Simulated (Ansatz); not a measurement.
SiO₂ (model structure, started from the tetragonal ZrO2 type, P4₂/nmc, No. 137, 6 atoms in the cell) was calculated with r²SCAN+rVV10 in Ansatz (PAW).

Run with plane-wave cutoff 560 eV, 10×10×8 k mesh (along the axes of the cell as run), Fermi–Dirac smearing 0.01 eV, scalar-relativistic PAW data made under PBE.

Cell (relaxed at this level):

```
O2Si
1.0
    2.82701     0.00000     0.00000
    0.00000     2.82701     0.00000
    0.00000     0.00000     7.83251
Si O
2 4
Direct
  0.00000   0.00000   0.00000
  0.50000   0.50000   0.50000
  0.00000   0.50000   0.10639
  0.00000   0.50000   0.60639
  0.50000   0.00000   0.39361
  0.50000   0.00000   0.89361
```

Q: What does this level give for the band gap and smallest direct gap on the k points sampled?

A: 
band gap: 5.91 eV (indirect)
smallest direct gap on the k points sampled: 6.28 eV

Note: the relaxation could raise the start's symmetry but not lower it, so the cell can be a saddle point.

The computed numbers hold no vibrational or temperature effects.

A model structure was made by putting elements into a prototype or built by hand; it is no filed structure, need not be a known phase, and can be a saddle point held by its symmetry.

Ansatz is a first-principles code.
